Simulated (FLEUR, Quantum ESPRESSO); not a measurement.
A Quantum ESPRESSO input for a self-consistent single point of Re (P6_3/mmc, 4 atoms in the cell) (DFT, PBE, plane waves, SSSP 1.1.2 efficiency (PBE) pseudopotentials):

```fortran
&CONTROL
    calculation = 'scf',
    outdir = './work',
    pseudo_dir = './',
    tprnfor = .true.,
    tstress = .true.,
/
&SYSTEM
    ibrav = 4,
    A = 2.712959339,
    C = 8.766205000,
    nat = 4,
    ntyp = 1,
    ecutwfc = 40,
    ecutrho = 320,
    occupations = 'smearing',
    smearing = 'fermi-dirac',
    degauss = 0.0036749,
/
&ELECTRONS
    conv_thr = 1e-10,
    mixing_beta = 0.4,
/
ATOMIC_SPECIES
Re   186.2070  Re_pbe_v1.2.uspp.F.UPF
ATOMIC_POSITIONS {crystal}
Re    0.000000000    0.000000000    0.000000000
Re    0.000000000    0.000000000    0.500000000
Re    0.333333333    0.666666667    0.250000000
Re    0.666666667    0.333333333    0.750000000
K_POINTS {automatic}
11 11 3  0 0 0
```

Problem. Write the same calculation as an input for FLEUR.

Solution. One input that does it (others would too):

Input of the input generator:

```
Re FLAPW
&input film=f /
5.1267501373 0.0000003239 0.0000000000
-2.5633753492 4.4398956958 0.0000000000
0.0000000000 0.0000000000 16.5657266023
1.0
1.0 1.0 1.0

4
75 0.0000000000 0.0000000000 -0.0000000000
75 0.0000000000 0.0000000000 0.5000000000
75 0.3333333333 0.6666666667 0.2500000000
75 0.6666666667 0.3333333333 0.7500000000

&comp jspins=1 /
&kpt div1=11 div2=11 div3=3 /
&end /
```

```xml
<?xml version="1.0" encoding="UTF-8" standalone="no"?>
<fleurInput fleurInputVersion="0.39">
   <comment>
      Re FLAPW                                                                                            
   </comment>
   <calculationSetup>
      <cutoffs Kmax="4.3" Gmax="17.2" GmaxXC="17.2" numbands="0"/>
      <scfLoop itmax="100" minDistance="0.00001" maxIterBroyd="15" imix="Anderson" alpha="0.05" precondParam="0.0" spinf="2.0"/>
      <coreElectrons ctail="T" frcor="F" kcrel="0" coretail_lmax="0"/>
      <xcFunctional name="pbe" relativisticCorrections="F"/>
      <magnetism jspins="1"/>
      <soc l_soc="F" theta="0.0" phi="0.0" spav="F"/>
      <expertModes spex="0" secvar="F"/>
      <geometryOptimization l_f="T" forcealpha="1.0" forcemix="BFGS" epsdisp="0.00001" epsforce="0.00001"/>
      <ldaU l_linMix="F" mixParam="0.05" spinf="1.0"/>
   </calculationSetup>
   <cell>
      <bzIntegration valenceElectrons="60.0" mode="hist" fermiSmearingEnergy="0.00183747">
         <kPointListSelection listName="default-1"/>
         <!-- k-points included here -->
         <xi:include xmlns:xi="http://www.w3.org/2001/XInclude" href="kpts.xml"> </xi:include>
      </bzIntegration>
      <!-- symmetry operations included here -->
      <xi:include xmlns:xi="http://www.w3.org/2001/XInclude" href="sym.xml"> </xi:include>
      <bulkLattice scale="1.0">
         <bravaisMatrix>
            <row-1>    5.1267501373000002     0.0000003239000000     0.0000000000000000</row-1>
            <row-2>   -2.5633753492000002     4.4398956957999998     0.0000000000000000</row-2>
            <row-3>    0.0000000000000000     0.0000000000000000    16.5657266022999998</row-3>
         </bravaisMatrix>
      </bulkLattice>
   </cell>
   <atomSpecies>
      <species name="Rhenium (Re)" element="Re" atomicNumber="75">
         <mtSphere radius="2.37" gridPoints="837" logIncrement="0.016"/>
         <atomicCutoffs lmax="10" lnonsphr="8"/>
         <electronConfig flipSpins="F">
            <coreConfig>(1s1/2) (2s1/2) (2p1/2) (2p3/2) (3s1/2) (3p1/2) (3p3/2) (4s1/2) (3d3/2) (3d5/2) (4p1/2) (4p3/2) (4d3/2) (4d5/2) (4f5/2) (4f7/2)</coreConfig>
            <valenceConfig>(5s1/2) (5p1/2) (5p3/2) (6s1/2) (5d3/2) (5d5/2)</valenceConfig>
            <stateOccupation state="(5d3/2)" spinUp="1.0" spinDown="1.0"/>
            <stateOccupation state="(5d5/2)" spinUp="1.5" spinDown="1.5"/>
         </electronConfig>
         <energyParameters s="6" p="6" d="5" f="5"/>
         <lo type="SCLO" l="0" n="5" eDeriv="0"/>
         <lo type="SCLO" l="1" n="5" eDeriv="0"/>
      </species>
   </atomSpecies>
   <atomGroups>
      <atomGroup species="Rhenium (Re)">
         <relPos label="                   1">.0000000000 .0000000000 .0000000000</relPos>
         <relPos label="                   2">.0000000000 .0000000000 1.000/2.000</relPos>
         <force calculate="T" relaxXYZ="TTT"/>
      </atomGroup>
      <atomGroup species="Rhenium (Re)">
         <relPos label="                   3">1.000/3.000 -1.000/3.000 1.000/4.000</relPos>
         <relPos label="                   4">-1.000/3.000 1.000/3.000 -1.000/4.000</relPos>
         <force calculate="T" relaxXYZ="TTT"/>
      </atomGroup>
   </atomGroups>
   <output dos="F" band="F" slice="F">
      <checks vchk="F" cdinf="F"/>
      <bandDOS minEnergy="-.5*Htr" maxEnergy="0.5*Htr" sigma="0.015" storeEVData="T"/>
      <vacuumDOS vacdos="F" integ="F" star="F" nstars="0" locx1="0.0" locy1="0.0" locx2="0.0" locy2="0.0" nstm="0" tworkf="0.0"/>
      <unfoldingBand unfoldBand="F" supercellX="1" supercellY="1" supercellZ="1"/>
      <plotting iplot="0" polar="F">
         <plot TwoD="T" vec1="  1.0  0.0  0.0" vec2="  0.0  1.0  0.0" vec3="  0.0  0.0  1.0" zero="  0.0  0.0  0.0" file="plot"/>
      </plotting>
      <chargeDensitySlicing numkpt="0" minEigenval="0.0" maxEigenval="0.0" nnne="0" pallst="F"/>
      <specialOutput eonly="F"/>
      <magneticCircularDichroism mcd="F" energyLo="-10.0" energyUp="0.0"/>
   </output>
  <!-- We include the file relax.xml here to enable relaxations (see documentation) -->
  <xi:include xmlns:xi="http://www.w3.org/2001/XInclude" href="relax.xml"> <xi:fallback/> </xi:include>
</fleurInput>
```

Basis settings and potentials, where a program has them, do not carry over. This input uses DFT, PBE, all-electron FLAPW (FLEUR), scalar-relativistic valence.

The starting cell comes from a database of computed structures (which also holds hypothetical and non-ambient phases and stackings), without a prior relaxation at this level. Its lattice was rescaled by a random factor within 2.5 % of one. For this run, on top of that: lattice scaled by 0.98.
